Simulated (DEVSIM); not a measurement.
Structure: Ru/SiO2/p-Si capacitor, at 250 K.

Layer 1 from the left is SiO2, thickness (nm) 4.30. Layer 2 from the left is Si, thickness (nm) 2800, Na (cm⁻³) 4.2e16.

Metal gate on the left, work function 4.7 eV. Fixed charge at the semiconductor interface -8.5e10 cm⁻² (in units of +e); no interface traps.

The device is made up for the run: typed textbook-type constants, with dimensions and the other settings drawn at random. Values at 300 K; Nc and Nv go as T^1.5, mobilities as T to minus their exponent, the gap by Varshni's rule with the affinity fixed.

SiO2: gap (eV) 9, affinity (eV) 0.9, permittivity 3.9. Si: gap (eV) 1.124, affinity (eV) 4.05, permittivity 11.7, Nc (cm⁻³) 2.86e19, Nv (cm⁻³) 3.1e19, Varshni α (eV/K) 0.000473, Varshni β (K) 636.

Simulated with DEVSIM: 1D Poisson equation in equilibrium, Boltzmann statistics, complete ionisation; no quantum confinement or tunnelling. Metal contacts follow the ideal Schottky-Mott rule: no Fermi-level pinning, no interface dipoles.

Problem. What does the simulation give for the threshold voltage (band bending 2φF)?

Solution. threshold voltage (band bending 2φF) 0.67 V.
